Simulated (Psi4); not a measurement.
Psi4 1.11, PBE/def2-svp: Ti(S)(Cl)2 ([S]=[Ti]([Cl])[Cl]), 4 atoms. The geometry is a generated start, not checked to be a minimum at this level.

```yaml
task: gradient
method: pbe
basis: def2-svp
memory: 7 GB
scf_type: df (default)
guess: auto, which took SAD (default)
diis_max_vecs: 10 (default)
scf_initial_accelerator: adiis (default)
e_convergence: 1e-08 (default)
d_convergence: 1e-08 (default)
basis functions (reference run): 85
grid points (reference run): 747091
```

```xyz
4

Ti     0.2928     0.5278     0.2456
S      1.6277    -0.8281    -0.7560
Cl    -0.6986    -0.6741     1.7223
Cl    -1.2219     0.9745    -1.2119
```

The reference run has dft_radial_points = 200, dft_spherical_points = 974, dft_pruning_scheme = none (default); it is not itself proven converged. Single runs; times are not shown.

Settings tried, all else as in the reference:
- dft_radial_points = 99, dft_spherical_points = 590, dft_pruning_scheme = robust
- dft_radial_points = 99, dft_spherical_points = 590
- dft_radial_points = 25, dft_spherical_points = 50
- dft_radial_points = 50, dft_spherical_points = 194
- dft_radial_points = 35, dft_spherical_points = 110
- dft_radial_points = 75 (default), dft_spherical_points = 302 (default), dft_pruning_scheme = treutler
- dft_radial_points = 99, dft_spherical_points = 590, dft_pruning_scheme = treutler
- dft_radial_points = 150, dft_spherical_points = 770
- dft_radial_points = 75 (default), dft_spherical_points = 434
- dft_radial_points = 75 (default), dft_spherical_points = 302 (default)
- dft_radial_points = 75 (default), dft_spherical_points = 302 (default), dft_pruning_scheme = robust

### Question
Which of these stay within 1.0 meV/atom in energy, 10 meV/Å in forces (largest component) of the reference run?

### Answer
Within it: dft_radial_points = 150, dft_spherical_points = 770; dft_radial_points = 99, dft_spherical_points = 590, dft_pruning_scheme = robust; dft_radial_points = 99, dft_spherical_points = 590; dft_radial_points = 75 (default), dft_spherical_points = 434. At the edge (between 0.75 and 1.33 times the tolerance): dft_radial_points = 75 (default), dft_spherical_points = 302 (default), dft_pruning_scheme = robust; dft_radial_points = 75 (default), dft_spherical_points = 302 (default). Outside: dft_radial_points = 75 (default), dft_spherical_points = 302 (default), dft_pruning_scheme = treutler; dft_radial_points = 99, dft_spherical_points = 590, dft_pruning_scheme = treutler; dft_radial_points = 50, dft_spherical_points = 194; dft_radial_points = 35, dft_spherical_points = 110; dft_radial_points = 25, dft_spherical_points = 50.

```tsv
setting	grid points	energy against the reference	difference in forces (largest component)
the reference	747091	—	—
dft_radial_points = 150, dft_spherical_points = 770	443707	−0.0043 meV/atom	0.61 meV/Å
dft_radial_points = 99, dft_spherical_points = 590, dft_pruning_scheme = robust	158339	+0.038 meV/atom	0.71 meV/Å
dft_radial_points = 99, dft_spherical_points = 590	225801	+0.038 meV/atom	0.71 meV/Å
dft_radial_points = 75 (default), dft_spherical_points = 434	126066	under 0.001 meV/atom	3.1 meV/Å
dft_radial_points = 75 (default), dft_spherical_points = 302 (default), dft_pruning_scheme = robust	60584	+0.11 meV/atom	12 meV/Å
dft_radial_points = 75 (default), dft_spherical_points = 302 (default)	87752	+0.11 meV/atom	12 meV/Å
dft_radial_points = 75 (default), dft_spherical_points = 302 (default), dft_pruning_scheme = treutler	48968	−3.2 meV/atom	38 meV/Å
dft_radial_points = 99, dft_spherical_points = 590, dft_pruning_scheme = treutler	119075	−3.8 meV/atom	50 meV/Å
dft_radial_points = 50, dft_spherical_points = 194	38181	−3.5 meV/atom	93 meV/Å
dft_radial_points = 35, dft_spherical_points = 110	15131	+130 meV/atom	250 meV/Å
dft_radial_points = 25, dft_spherical_points = 50	4955	+760 meV/atom	190 meV/Å
```

Total energies are compared; such shifts often cancel in part in energy differences. The gradients leave out the derivatives of the grid weights. No test of the SCF solution's stability was run. The tolerance is a choice made for this comparison.
